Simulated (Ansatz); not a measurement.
We consider LaBeNO (model structure, started from the LaZnOP type, P4/nmm, No. 129, 8 atoms in the cell), described by PBE in Ansatz (plane waves, PAW).

Run with plane-wave cutoff 520 eV, 10×10×6 k mesh (along the axes of the cell as run), Fermi–Dirac smearing 0.01 eV, scalar-relativistic PAW data made under PBE.

Cell (relaxed with PBEsol):

```yaml
crystal:
  lattice:
    - [3.55987, 0.00000, 0.00000]
    - [0.00000, 3.55987, 0.00000]
    - [0.00000, 0.00000, 7.76706]
  atoms:
    - { symbol: La, position: [0.00000, 0.50000, 0.81937] }
    - { symbol: La, position: [0.50000, 0.00000, 0.18063] }
    - { symbol: Be, position: [0.00000, 0.00000, 0.50000] }
    - { symbol: Be, position: [0.50000, 0.50000, 0.50000] }
    - { symbol: N, position: [0.50000, 0.00000, 0.58594] }
    - { symbol: N, position: [0.00000, 0.50000, 0.41406] }
    - { symbol: O, position: [0.50000, 0.50000, 0.00000] }
    - { symbol: O, position: [0.00000, 0.00000, 0.00000] }
```

**Question.** What does this level give for the band gap and smallest direct gap on the k points sampled?

**Answer.** 
* **band gap**: 2.06 eV
* **smallest direct gap on the k points sampled**: 2.24 eV

Note: the relaxation could raise the start's symmetry but not lower it, so the cell can be a saddle point; cell and atoms aren't relaxed at this level (largest force component 0.31 eV/Å, pressure 4.9 GPa).

Spin–orbit coupling is not included.

Static lattice: no zero-point or thermal effects.

It cost about 15 core-seconds (a rough figure) of CPU time.

A model structure was made by putting elements into a prototype or built by hand; it is no filed structure, need not be a known phase, and can be a saddle point held by its symmetry.

Ansatz is a quantum-chemistry and plane-wave program.
